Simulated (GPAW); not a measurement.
A self-consistent single point of HgTe (P1, 4 atoms in the cell) with GPAW.

Level of theory: PBEsol, GPAW PAW datasets PBEsol (made by gpaw-setup) (plane waves; GPAW).

The change in words: atoms moved at random. Reference geometry:
```xyz
4
Lattice="3.0554 -3.5397 0.0000 3.0554 3.5397 0.0000 0.0000 0.0000 5.9199" Properties=species:S:1:pos:R:3 pbc="T T T"
Hg     3.0554     1.1111     4.4399
Hg     3.0554    -1.1111     1.4800
Te     3.0554    -2.0163     4.4399
Te     3.0554     2.0163     1.4800
```

Reference input (self-consistent single point, DFT PBEsol, plane waves, GPAW PAW datasets PBEsol (made by gpaw-setup)): mode = pw; ecut = 550 eV; xc = PBEsol; kpts = 5 5 4; mesh shift (steps) = 0 0 0; occupations.name = fermi-dirac; occupations.width = 0.1 eV; nbands = -8; convergence.forces = 0.001 eV/Å; symmetry.symmorphic = false; symmetry.tolerance = 0.0005; maxiter = 120. This run's input differs from it in these lines:

```diff
@@ -8,6 +8,6 @@
                     [0.000000, 0.000000, 5.919921]],
-              scaled_positions=[[0.343050, 0.656950, 0.750000],
-                                [0.656950, 0.343050, 0.250000],
-                                [0.784810, 0.215190, 0.750000],
-                                [0.215190, 0.784810, 0.250000]],
+              scaled_positions=[[0.346052, 0.659612, 0.742249],
+                                [0.661825, 0.350643, 0.248059],
+                                [0.772280, 0.206118, 0.752211],
+                                [0.219843, 0.783628, 0.257482]],
               pbc=True)
```

Log, with long lists cut:

```
     iter     time        total  log10-change:
                         energy   eigst   dens  force
iter:   1 --:--:--    -9.915236
iter:   2 --:--:--    -9.853648   -1.12  -1.40
iter:   3 --:--:--    -9.740208   -1.37  -1.44
iter:   4 --:--:--    -9.742470   -2.42  -1.79
iter:   5 --:--:--    -9.695986   -2.12  -1.85
iter:   6 --:--:--    -9.696568   -3.47  -2.50
iter:   7 --:--:--    -9.696058c  -4.30  -2.66
iter:   8 --:--:--    -9.694609c  -3.98  -2.63
iter:   9 --:--:--    -9.695094c  -3.88  -2.80
iter:  10 --:--:--    -9.695724c  -4.29  -3.06
iter:  11 --:--:--    -9.694893c  -5.26  -3.04
iter:  12 --:--:--    -9.695699c  -4.76  -2.99
iter:  13 --:--:--    -9.696062c  -4.34  -3.22
iter:  14 --:--:--    -9.696095c  -5.07  -3.63
iter:  15 --:--:--    -9.696104c  -5.13  -3.69
iter:  16 --:--:--    -9.696090c  -6.42  -3.82
iter:  17 --:--:--    -9.696087c  -7.21  -4.01c
iter:  18 --:--:--    -9.696077c  -7.04  -4.05c
iter:  19 --:--:--    -9.696092c  -6.32  -4.16c
iter:  20 --:--:--    -9.696094c  -7.15  -4.51c
iter:  21 --:--:--    -9.696095c  -7.35  -4.56c
iter:  22 --:--:--    -9.696092c  -8.14c -4.61c
iter:  23 --:--:--    -9.696093c  -8.47c -4.72c -3.10c
Converged after 23 iterations.

Dipole moment: (-0.339868, -0.078441, 0.045296) |e|*Ang

Energy contributions relative to reference atoms: (reference = -1435444.394273)

Kinetic:        +32.348038
Potential:      -26.287926
External:        +0.000000
XC:             -11.624294
Entropy (-ST):   -0.066876
Local:           -4.098472
SIC:             +0.000000
--------------------------
Free energy:     -9.729530
Extrapolated:    -9.696093

Showing only first 2 kpts
 Kpt  Band  Eigenvalues  Occupancy
  0    22      3.72086    1.99964
  0    23      4.11495    1.98145
  0    24      4.23581    1.93920
  0    25      4.47737    1.48037

  1    22      3.46930    1.99997
  1    23      3.71336    1.99966
  1    24      4.17311    1.96706
  1    25      5.91671    0.00000

Fermi level: 4.58206

No gap
No difference between direct/indirect transitions
Energy (eV): -9.696093

Forces in eV/Ang:
  0 Hg   -0.08894   -0.07349    0.07852
  1 Hg   -0.02765    0.04135    0.00148
  2 Te    0.16775    0.31369    0.02905
  3 Te   -0.04880   -0.28155   -0.11144

Stress tensor:
     0.034279     0.000248    -0.000165
     0.000248     0.025310     0.000546
    -0.000165     0.000546     0.033191
Stress (GPa, Voigt): [ 5.492   4.055   5.3178  0.0874 -0.0265  0.0397]
```

The run converged in 23 iterations. GPAW prints stress with tension positive. Against the reference run the free energy stays essentially unchanged (within 1 meV/atom), the pressure goes from -5.17 to -4.95 GPa and the largest force goes from 0.317 to 0.357 eV/Å.

The starting cell comes from a database of computed structures (which also holds hypothetical and non-ambient phases and stackings), without a prior relaxation at this level. Its lattice was rescaled by a random factor within 2.5 % of one. For this run, on top of that: atoms moved at random. With a pressure of about -5 GPa the cell is away from its equilibrium volume at this level. The run gives no clean gap (levels at the Fermi energy touch, overlap or are partly filled at this smearing), which alone does not show that the compound is a metal.

Cost on one core of a shared machine: roughly 4 min.
